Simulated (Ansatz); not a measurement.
InP under load (space group I-4m2), r2SCAN with spin-orbit coupling, rigid bands (Ansatz, a program for electronic structure). Condition of this run: uniaxial stress along [001] of -7 GPa (compression positive) (the target of the relaxation). Band gap 0.53 eV, N_c = 3.89e17 cm⁻³ and N_v = 1.36e19 cm⁻³ at 300 K, conductivity masses along x (a = (0.00, 2.84, 3.24) Å; b = (2.84, 0.00, 3.24) Å; c = (2.84, 2.84, 0.00) Å) of 0.0573 mₑ (electrons) and 0.319 mₑ (holes). Take k_BT = 0.02585 eV.

Question: What thermal injection velocity √(2k_BT/πm) limits a ballistic channel along the direction named?

Answer: 2.25e7 cm/s for electrons and 9.53e6 cm/s for holes, a ratio of √(m_h/m_e) = 2.36, for dilute carriers.

Question: What built-in voltage has an abrupt junction with N_A = 1e16 and N_D = 1e17 cm⁻³, all dopants ionised?

Answer: V_bi = E_g/e − (k_BT/e) ln(N_c N_v/(N_A N_D)) = 0.53 − 0.02585 × 8.57 = 0.31 V, for the computed gap.

Question: Find the intrinsic carrier density and the intrinsic Fermi level.

Answer: n_i = √(N_c N_v) exp(−E_g/2k_BT) = 2.30e18 × exp(−10.25) = 8.1e13 cm⁻³. The level lies (k_BT/2) ln(N_v/N_c) = 46 meV from mid-gap (positive towards the conduction band). Each 0.1 eV added to the gap lowers n_i by a factor of 6.9.

Rigid bands with the computed gap; masses take one relaxation time for all states. Geometry: cell and atoms relaxed with PBEsol.
